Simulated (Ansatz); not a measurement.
MgO (P6₃mc, No. 186, 4 atoms in the cell; start mp-549706; a measured phase of this formula has another space group)

These are LDA (plane waves, PAW; Ansatz, a first-principles code) values and carry that method's errors.

Settings: plane-wave cutoff 520 eV, 12×12×8 k mesh (along the axes of the cell as run), Fermi–Dirac smearing 0.01 eV, scalar-relativistic PAW data made under PBE.

Cell (relaxed at this level):

```
CELL_PARAMETERS angstrom
      3.27562     0.00000     0.00000
     -1.63781     2.83677     0.00000
      0.00000     0.00000     4.90070
ATOMIC_POSITIONS crystal
  Mg 0.33333 0.66667 0.00111
  Mg 0.66667 0.33333 0.50111
  O  0.33333 0.66667 0.40349
  O  0.66667 0.33333 0.90349
```

* **band gap**: 3.54 eV (on the SCF k mesh)

Note: the relaxation could not lower the start's symmetry, so the cell can be a saddle point above a distorted one.

Computed values are for the static lattice.

A start named mp-… is a Materials Project structure, which need not be a measured phase.
